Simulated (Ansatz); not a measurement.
# Worked sum: formation energy of PbO (P4/nmm) from the elements

We look at the formation energy of PbO (P4/nmm) from the elements. Reaction: Pb (fcc) + 1/2 O2 (gas) → PbO (P4/nmm). The sign is products less reactants. The value is per atom of the solid.

PbO (P4/nmm), 4 atoms in the cell. Conventional cell: a = b = 4.0336 Å, c = 5.0047 Å, α = β = γ = 90.00°.

Method: Ansatz (a first-principles code), PAW, neutral cells at 0 K with nuclei at rest, on structures from PBE+D3(BJ). Ansatz runs with its default PAW set. Other levels take these structures. The lattices are those relaxed with PBE+D3(BJ), so at other levels the solids can be strained, which adds to the spread. A dispersion term (D3(BJ), or D4 for r2SCAN) was computed beside these levels and is taken off wherever the name lacks it. Spin-orbit coupling is left out.

Total energies of the cells in eV, at zero smearing width. They compare only within one column; the weights balance every element.

```tsv
cell	atoms	weight	PBE	LDA
PbO (P4/nmm)	4	+1	-24947.09797	-24314.50347
Pb (fcc)	1	−2	-11906.40556	-11602.34516
O2 (gas)	2	−1	-1129.93688	-1104.69203
```

PBE: (-24947.09797) − 2 × (-11906.40556) − (-1129.93688) = -4.350 eV; dividing by 4 atoms gives -1.09 eV/atom.

LDA: (-24314.50347) − 2 × (-11602.34516) − (-1104.69203) = -5.121 eV; dividing by 4 atoms gives -1.28 eV/atom.

What follows from the PBE value: A formula unit of PbO has 2 atoms, so it forms with -1.0875 × 2 = -2.175 eV, or -209.9 kJ/mol at 96.485 kJ/mol per eV.
